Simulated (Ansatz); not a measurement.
**Ge: energy against strain**

Ge (diamond, Fd-3m, 22.214 Å³/atom at rest) under an equal strain ε in the (001) plane with the normal axis free, as in a coherent film. LDA in Ansatz, a plane-wave DFT program (PAW, default set), 420 eV, 14×14×14 Γ-centred mesh, Fermi-Dirac smearing 0.05 eV; ions are relaxed within the symmetry of each cell.

Here s stands for strain and y for E less E0.

| strain (%) | E less E0 (meV/atom) |
|---|---|
| -3.00 | ? |
| -1.50 | 4.26 |
| -1.00 | 1.86 |
| -0.50 | 0.45 |
| 0.00 | 0.00 |
| 0.50 | 0.46 |
| 1.00 | 1.80 |
| 1.50 | 3.98 |

Question: Using a parabola, estimate the missing y at s = -3.00 from the other rows, showing the fit.

Answer: Least squares gives y = -0.002 - 0.0679·s + 1.8319·s². Residuals (row less fit): 0.038, -0.038, -0.040, 0.002, 0.038, 0.038, -0.038; standard error 0.047 (degrees of freedom: 4). Twice the quadratic coefficient over the volume, 2 × 1.8319 meV × 10⁴ × 0.1602 / 22.214 Å³, is twice the biaxial elastic modulus of this plane = 264 ± 3 GPa. At the withheld row, y = -0.002 - 0.0679 × (-3.0) + 1.8319 × (-3.0)² = 16.689 meV/atom. The calculation gives 17.84 meV/atom, 1.151 meV/atom above the prediction (6.5 % of the range of y in the table). The row lies outside the fitted rows, so this is an extrapolation. From the scatter of the fitted rows alone, a prediction at this place has a standard error of 0.180 meV/atom, so the miss is 6.4 times that.

One order more, fitted to all 13 runs of the series, follows each within 0.01, so the miss is the next term of a smooth law. This level leaves no gap over 0.05 eV at strain -3.00, -1.00, -0.50, 0.00, 1.50, where the mesh may be coarse. Rows are the converged runs of the series near zero and its far end; series whose fitted rows scatter by over a few per cent of the range, as at a crossing or softening among them, aren't shown in this form. Most that stay on the fit to the last digits aren't either.
